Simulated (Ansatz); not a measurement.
Amorphous Si18K12O42, 72 atoms at 2.20 g/cm³, one PBE-relaxed geometry, zone centre. Methods: PBE, scalar-relativistic without spin-orbit coupling (Ansatz, a first-principles code); r2SCAN, scalar-relativistic without spin-orbit coupling (Ansatz); HSE06, scalar-relativistic without spin-orbit coupling (Ansatz). Plane waves to 420 eV (r2SCAN 500 eV); exact exchange is cut at the cell's faces. At PBE the levels at the filled edge of the gap are localised (band-tail or defect states), and the nearest spread-out levels lie 5.2 eV apart at the zone centre. All rungs ran without spin polarisation.

Preparation: random packing, a CHGNet melt and quench, and a DFT relaxation. O atoms were pushed apart under 1.9 Å during the dynamics, to hinder bonds among them. The hot cell started wider than the set density and was brought back towards it in steps. It is the lowest in DFT energy of 2 quenches. It is a model cell: composition and starting density were chosen by hand, and all elements were melted together. No dispersion term was used. Its density started from a set value of 2.33 and ended at 2.20 g/cm³. Cooling (nominally 260 K/ps over its main leg) ran many orders faster than in experiment, which tends to leave more defects and strain. A cell of this size samples the disorder only roughly. Volume and shape were free in the relaxation.

The relaxation ran on the zone centre alone. At PBE the level gap is 3.27 eV on a 2×2×2 Γ-centred mesh, and the spacing at the zone centre alone 3.27 eV.

What zone-centre spacing does r2SCAN give, roughly?

3.79 eV (+0.52 eV against PBE).

What zone-centre spacing does HSE06 give, roughly?

4.78 eV (+1.52 eV against PBE).

The highest filled and the lowest empty state spread over these numbers of atoms (participation numbers): PBE: 2.4 and 55.1; r2SCAN: 2.3 and 56.2; HSE06: 2.3 and 51.5.
